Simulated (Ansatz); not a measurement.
Rock-salt ZrN: TA phonon frequency at L by level of theory

No measured value is used here.

| level (code) | value (cm⁻¹) | cell (Å³/atom) |
|---|---|---|
| LDA (Ansatz) | 169 | 11.58 |
| BLYP (Ansatz) | 139 | 12.54 |
| PBE (Ansatz) | 154 | 12.13 |
| PBEsol (Ansatz) | 164 | 11.79 |
| revPBE (Ansatz) | ? | 12.26 |
| RPBE (Ansatz) | ? | 12.32 |
| PBE-D3(BJ) (Ansatz) | 164 | 11.84 |

Question: Complete the blanks.

Answer: 
- revPBE (Ansatz, a program for electronic structure), value (cm⁻¹): 150
- RPBE (Ansatz), value (cm⁻¹): 148

PBE-D3(BJ): the dispersion coefficients are held fixed in the derivatives. Each level is taken at its own relaxed cell. Cutoffs differ between the levels. Ansatz's density-functional and Hartree–Fock values are scalar-relativistic unless marked +SOC, with PAW data made under PBE.
